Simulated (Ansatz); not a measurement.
## ZnAu, response to strain

Start from ZnAu in the CsCl type structure (space group Pm-3m, No. 221; a = 3.129 Å; relaxed with 0.1 eV smearing). Axes: x, y, z lie along the cube axes.

Strains are applied to the cell and any free atomic positions relax.

Level of theory: PBEsol in Ansatz (plane waves to 420 eV, PAW, without spin-orbit coupling).

Notes on the quantities. energy relative to the base: free energy F.

| change | volume per atom | energy relative to the base |
|---|---|---|
| base | 15.31 Å³ | 0 meV/atom |
| uniaxial strain ε_zz = −3.00 % | 14.85 Å³ | +6.9 meV/atom |
| uniaxial strain ε_zz = −1.50 % | 15.08 Å³ | +1.7 meV/atom |
| uniaxial strain ε_zz = −0.50 % | 15.24 Å³ | +0.2 meV/atom |
| uniaxial strain ε_zz = +0.50 % | 15.39 Å³ | +0.2 meV/atom |
| uniaxial strain ε_zz = +1.00 % | 15.47 Å³ | +0.7 meV/atom |
| uniaxial strain ε_zz = +1.50 % | 15.54 Å³ | +1.5 meV/atom |
| uniaxial strain ε_zz = +2.00 % | 15.62 Å³ | +2.7 meV/atom |
| uniaxial strain ε_zz = +2.50 % | 15.69 Å³ | +4.1 meV/atom |
| uniaxial strain ε_zz = +3.00 % | 15.77 Å³ | +5.9 meV/atom |

No phonon test of stability was made.

Ansatz is a first-principles code.
